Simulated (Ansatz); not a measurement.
Ansatz (an electronic-structure program) run on Mo2Rh (Fmmm, 3 atoms in the cell): relaxation of cell and atoms.

Method: PBEsol, default PAW files made with PBE (plane waves; Ansatz).

The change in words: atoms on their sites; relax: default → cell and atoms. Reference geometry:
```xyz
3
Lattice="0.0000 1.9678 6.1902 1.8697 0.0000 6.1902 1.8697 1.9678 0.0000" Properties=species:S:1:pos:R:3 pbc="T T T"
Mo     1.8697     1.9678     4.2665
Mo     1.8697     1.9678     8.1639
Rh     0.0000     0.0000     0.0000
```

Reference input (self-consistent single point, DFT, PBEsol, plane waves, default PAW files made with PBE): basis.ecutwfc = 420 eV; kpoints.mp_grid.grid = 8 8 8; hamiltonian.xc = pbesol; hamiltonian.pseudopotentials = {kind: paw} (the program's default PAW files); scf.occupations.method = gaussian; scf.occupations.width = 0.1 eV. This run's input differs from it in these lines:

```diff
@@ -7,3 +7,3 @@
   atoms:
-    - { symbol: Mo, position: [0.34461900, 0.34461900, 0.65538100] }
+    - { symbol: Mo, position: [0.34058000, 0.34058000, 0.65942000] }
     - { symbol: Mo, position: [0.65942000, 0.65942000, 0.34058000] }
@@ -19,2 +19,4 @@
   occupations: { method: gaussian, width: 0.1 }
+relax:
+  cell: {}
 output:
```

Output, abridged:

```
   [... SCF lines of the steps left out ...]
relax step   1: F+E_penalty+E_count = -16133.77914947 eV  Δ(F+E_penalty+E_count) = +0.000e0 eV  max|allowed force component| = 1.020e-1 eV/Å  Δτ_max = 0.0000 Å  P = -8.119 GPa  Ω = 45.551 Å³  (7 SCF iters, dr2 threshold 1.00e-7 eV, accepted)
relax step   2: F+E_penalty+E_count = -16133.68037590 eV  Δ(F+E_penalty+E_count) = +9.877e-2 eV  max|allowed force component| = 5.900e-1 eV/Å  Δτ_max = 0.0247 Å  P = +17.143 GPa  Ω = 41.891 Å³  energy of the carried Pulay correction = +1.153e-3 eV  [...]
   [... lines left out ...]
relax step   7: F+E_penalty+E_count = -16133.82295599 eV  Δ(F+E_penalty+E_count) = -4.380e-5 eV  max|allowed force component| = 7.619e-4 eV/Å  Δτ_max = 0.0001 Å  P = +0.011 GPa  Ω = 44.203 Å³  energy of the carried Pulay correction = +4.139e-4 eV  [...]
relax step   8: F+E_penalty+E_count = -16133.82254915 eV  Δ(F+E_penalty+E_count) = +4.068e-4 eV  max|allowed force component| = 6.438e-4 eV/Å  Δτ_max = 0.0000 Å  P = +0.015 GPa  Ω = 44.203 Å³  stress off target by 4.16e-2 GPa  SCF on the basis [...]
basis re-selected at this cell: Δ(F+E_penalty+E_count) = +4.068e-4 eV, ΔP = +0.004 GPa vs the last step
the relaxation is at rest under the 8 symmetry operations that the run kept from its start: a minimum is not shown …
Stability not checked: this state was not tested for a lower state beside it, because too few of the mixer's solves of this state at the end of the SCF gave a …
Free energy (F): -16133.822549 eV
Internal energy: -16133.814814 eV  (E = F + TS)
   [... lines left out ...]
Fermi energy:    21.778847 eV
  cell:  # Å, volume = 44.2025 Å³
   [... lines left out ...]
    - [0.0, 1.910073693465835, 6.067375790352837]
    - [1.9070684171341559, 0.0, 6.067375790352837]
    - [1.9070684171341559, 1.910073693465835, 0.0]
  atoms:
    - { symbol: Mo, position: [0.34083512851217174, 0.34083512851217174, 0.6591648714878282] }
    - { symbol: Mo, position: [0.6591648714878281, 0.6591648714878281, 0.3408351285121719] }
    - { symbol: Rh, position: [-1.459572995230973e-21, -1.459572995230973e-21, 1.459572995230973e-21] }
```

The run converged.  The full log also holds: “iter 5 did not close the SCF: its close was put off for the readings that it lacked (scf_convergence_deferred on its scf_iter line)”. The full log also holds: “iter 4 did not close the SCF: its close was put off for the readings that it lacked (scf_convergence_deferred on its scf_iter line)”.

Summary of the result:
- Free energy E − TS (on the zero of these files) = -16133.8225 eV
- Fermi level (on the code's own zero) = 21.78 eV
- Pressure = 0.01 GPa
- Final cell = a = 6.3609 Å, b = 6.3600 Å, c = 2.6991 Å, α = 77.77°, β = 77.73°, γ = 24.50°
- Final volume per atom = 14.73 Å³
- Relaxation steps = 8

The starting cell comes from a database of computed structures (which also holds hypothetical and non-ambient phases and stackings), without a prior relaxation at this level. Its lattice was rescaled by up to half a per cent. Spin polarisation is off. The relaxation keeps the symmetry of its start, so its end need not be a minimum. Ansatz's pressure includes its estimate of the finite-basis (Pulay) stress.

Cost on one core of a shared machine: roughly 60 s.

Keys are those of Ansatz 0.2.
